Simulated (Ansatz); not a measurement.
We consider CdSiN2 (model structure, started from the MgZrN2 type, I4₁/amd, No. 141, 8 atoms in the cell), described by r²SCAN+SOC in Ansatz (plane waves, PAW).

The input as run:

Ansatz 0.2 input:
```yaml
crystal:
  lattice:
    - [-2.1879279051, 2.1879279051, 4.3751407902]
    - [2.1879279051, -2.1879279051, 4.3751407902]
    - [2.1879279051, 2.1879279051, -4.3751407902]
  atoms:
    - { symbol: Cd, position: [0.5, 0.5, 0.0] }
    - { symbol: Cd, position: [0.25, 0.75, 0.5] }
    - { symbol: Si, position: [0.75, 0.25, 0.5] }
    - { symbol: Si, position: [0.0, 0.0, 0.0] }
    - { symbol: N, position: [0.5456938919, 0.0456938919, 0.5] }
    - { symbol: N, position: [0.7956938919, 0.7956938919, 0.0] }
    - { symbol: N, position: [0.2043061081, 0.2043061081, 0.0] }
    - { symbol: N, position: [0.9543061081, 0.4543061081, 0.5] }
basis:
  ecutwfc: 560
  ecutrho_ratio: 4
  xc_grid: 3
kpoints:
  mp_grid: { grid: [18, 18, 18] }
hamiltonian:
  xc: r2scan
  dispersion: none
  pseudopotentials: { kind: paw }
scf:
  occupations: { method: fermi_dirac, width: 0.05 }
  convergence: { dr2_threshold: 0.0000000008 }
output:
  forces: true
  stress: true
  eigenvalues: true
magnetization:
  noncollinear: true
  spin_orbit: true
```

Task: How many irreducible k-points, plane waves at Γ does the program set up, and what pressure does the run end with?

Result: 480 irreducible k-points, 2541 plane waves at Γ; P = 1.54 GPa, so the cell is compressed on average and its volume would grow at this level.

Excerpt of the program's output:

```
Crystal: 8 atoms, lattice volume = 83.776 Å³
Basis set: ecut = 560 eV, 2541 PW (Γ), exchange–correlation on 135×135×135 points (27 copies of the dense FFT grid, shifted against one another)
Bands: 84, of which v1, the nominal top of the filled ones, is band 68 counted from 1 (67 counted from 0)
Symmetry: 16 space group operations + 16 with time reversal
k-points: 480 of 5832
Initial density: superposition of atomic densities (chi_scale 0.1, normalization cell, long waves kept (reshape's long-wave potential 0.02 eV rms))
Functional: x = r2scan, c = r2scan; τ floored in thin density (d = 2e-4 eV/Å³)
spin=Noncollinear: Resta preconditioning applied to the charge; magnetization (m_x, m_y, m_z) channels mix plain (no charge-response kernel on spin).
SCF 1 converged in 9 iterations: F = -19336.739484 eV  dr2 = 2.04e-10
SCF converged after 9 iterations
Free energy (F): -19336.739484 eV
Internal energy: -19336.739484 eV  (E = F + TS)
E sigma→0 (E₀):  -19336.739484 eV
Fermi energy:    14.842767 eV
--- Forces (eV/Å), atoms counted from 1 ---
  atom   1  Cd     0.00000000     0.00000000     0.00000000
  atom   2  Cd     0.00000000     0.00000000     0.00000000
  atom   3  Si    -0.00000000    -0.00000000     0.00000000
  atom   4  Si    -0.00000000     0.00000000     0.00000000
  atom   5  N      0.00000000    -0.00000000     0.18143015
  atom   6  N      0.00000000    -0.00000000     0.18143015
  atom   7  N      0.00000000     0.00000000    -0.18143015
  atom   8  N      0.00000000     0.00000000    -0.18143015
--- Stress (GPa, compression-positive) ---
        2.981583       0.000000      -0.000000
        0.000000       2.981583      -0.000000
        0.000000       0.000000      -1.357108
  P = ⅓ Tr σ = 1.5354 GPa (15.354 kbar)
```

The PAW data were made under PBE.

Note: the relaxation could raise the start's symmetry but not lower it, so the cell can be a saddle point. Note: cell and atoms aren't relaxed at this level (largest force component 0.18 eV/Å, pressure 1.5 GPa).

A model structure was made by putting elements into a prototype or built by hand; it is no filed structure, need not be a known phase, and can be a saddle point held by its symmetry.

Ansatz is an electronic-structure program.
